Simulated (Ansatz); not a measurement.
Amorphous cells of 8 compositions: the gap between the highest filled and lowest empty level at the zone centre, by PBE and by a single point of HSE06 on the same geometry (PBE, scalar-relativistic without spin-orbit coupling (plane waves to 420 eV, PAW; Ansatz, a program for electronic structure); exact exchange cut at the cells' faces). The networks come from melt-quench runs on the CHGNet potential at compositions and starting densities chosen by hand, with anions pushed apart in the CHGNet dynamics, and DFT then relaxed them. The cells are small and were quenched far faster than real films, so single cells scatter. Defect or tail levels can set these gaps. The rows are the first to finish with both values and no moments.

```tsv
cell	PBE gap x (eV)	HSE06 gap y (eV)
A (Ge16Na12O38, 3.51 g/cm3)	2.13	3.76
B (La6Ti14O37, 4.42 g/cm3)	2.96	4.55
C (Si16Ge8O48, 2.78 g/cm3)	3.11	4.96
D (La12Nb8O38, 5.68 g/cm3)	3.19	withheld
E (Si10Pb12O32, 5.02 g/cm3)	3.21	4.24
F (Si12Ge12O48, 2.83 g/cm3)	3.49	5.30
G (Si14Al12O46, 2.39 g/cm3)	3.82	5.51
H (Si12Hf8O40, 4.64 g/cm3)	4.64	6.26
```

**Question.** Fit a straight line through the 7 full rows and predict the withheld value for D (La12Nb8O38, 5.68 g/cm3).

**Answer.** Means: x = 3.337, y = 4.940. Slope = Σ(Δx Δy) / Σ(Δx²) = 3.706 / 3.621 = 1.02; the r.m.s. residual is 0.250. Prediction: 4.940 + 1.02 × (3.19 − 3.337) = 4.79. The run gave 4.57, 0.22 below the line.
